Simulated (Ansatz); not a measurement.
## Molecular dynamics of TiAl, 1560 K

System: composition TiAl, cell Ti24Al24, brought to this temperature after a much hotter stage, at a temperature that wasn't checked against the liquidus, so perhaps supercooled [in the run: it was liquid; mean temperature 1634 K (target 1560 K); density 3.40 g/cm³; mean pressure 0.5 GPa against a target of 0].

These are PBE (plane waves, PAW; Ansatz, a quantum-chemistry and plane-wave program) values and carry that method's errors.

```json
{
 "number_of_atoms": "48",
 "time_step": "2.0 fs; target pressure 0 GPa",
 "sampled_time": "7.2 ps (NVE); in preparation the cell's shape was held",
 "plane_wave_cutoff": "420 eV",
 "k-points": "one point, (1/4, 1/4, 1/4)",
 "Fermi-Dirac width": "0.134 eV",
 "spin": "not polarised; no spin-orbit coupling"
}
```

```json
{
  "mean_temperature": "1634 ± 27 K",
  "mean_pressure": "0.54 ± 0.09 GPa",
  "volume_per_atom": "18.3 Å³",
  "density": "3.40 g/cm³",
  "first peak of g(Al-Al)": "2.73 Å, height 2.4",
  "first minimum of g(Al-Al)": "near 3.7 Å",
  "first peak of g(Al-Ti)": "2.78 Å, height 3.3",
  "first minimum of g(Al-Ti)": "near 3.9 Å",
  "first peak of g(Ti-Ti)": "2.85 Å, height 2.4",
  "first minimum of g(Ti-Ti)": "near 4.1 Å",
  "coordination of Al (bonds up to Al-Al 3.74, Al-Ti 3.90 Å)": "12.2 (12-fold 36 %, 13-fold 29 %, 11-fold 20 %)",
  "coordination of Ti (bonds up to Al-Ti 3.90, Ti-Ti 4.14 Å)": "14.0 (14-fold 36 %, 13-fold 25 %, 15-fold 22 %)",
  "Al-Ti-Ti angle": "mean 94°, spread 35°, most frequent near 56°",
  "Ti-Ti-Ti angle": "mean 97°, spread 35°, most frequent near 56°",
  "Al-Ti-Al angle": "mean 97°, spread 34°, most frequent near 56°",
  "Al-Al-Ti angle": "mean 96°, spread 35°, most frequent near 58°",
  "state": "all species diffuse (liquid)",
  "mean vibrational (phonon) frequency": "5.9 THz"
}
```

Preparation at the same level, by Langevin dynamics: ease 0.15 ps at 1470 K; melt 0.83 ps at 2941 K, volume free at 4 GPa; cool 0.31 ps from 2941 to 1989 K (3100 K/ps); cool 0.74 ps from 1989 to 1560 K (580 K/ps), volume free; settle 1.89 ps at 1560 K, volume free; hold 0.44 ps at 1560 K. The atoms began on random sites, so units and networks may differ from a laboratory melt's. Atoms moved only 1.4 Å² (mean square) in the hot stage, so mixing may be incomplete. The cell wasn't fully relaxed to the target pressure: the run's mean is 0.5 GPa. On the run's last frame a denser k-mesh moved the forces by 0.047 eV/Å rms, the static pressure by 0.06 GPa and the free energy by 1 meV/atom, which is about how far such values are converged. Warnings of the run: stress scf threshold loose, symmetry auto disabled.

The cell is small and the run short, so the averages carry size and sampling errors.
